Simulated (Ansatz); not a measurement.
**Fermi-surface data of WC under load (space group P-6m2)**

Input:

```xyz
2
Lattice="2.9051 0.0000 0.0000 -1.4525 2.5159 0.0000 0.0000 0.0000 2.8257" Properties=species:S:1:pos:R:3 pbc="T T T"
W      0.0000     0.0000     0.0000
C      1.4525     0.8386     1.4129
```

Calculation: PBEsol, rigid bands (plane waves, PAW, scalar-relativistic; Ansatz, a quantum-chemistry and plane-wave program). Condition of this run: biaxial stress xx = yy = -2 GPa (compression positive) (the target of the relaxation). Cell: cell and atoms relaxed with PBEsol, then loaded as said.

```
Item                                                                Value
------------------------------------  -----------------------------------
density of states at the Fermi level   0.303 states/(eV·cell), both spins
bare Sommerfeld coefficient                     0.36 mJ/(mol of atoms·K²)
Drude plasma energy                          3.4 (x), 3.4 (y), 3.2 (z) eV
root-mean-square Fermi velocity                                 5.4e5 m/s
resistivity times τ                   43 (x), 43 (y), 48 (z) ×10⁻²² Ω·m·s
```

A metal at this level (no band gap); rigid bands, thermally averaged at 300 K, both spins. Spin-orbit coupling is left out, which matters with elements this heavy. τ is one relaxation time for all states.
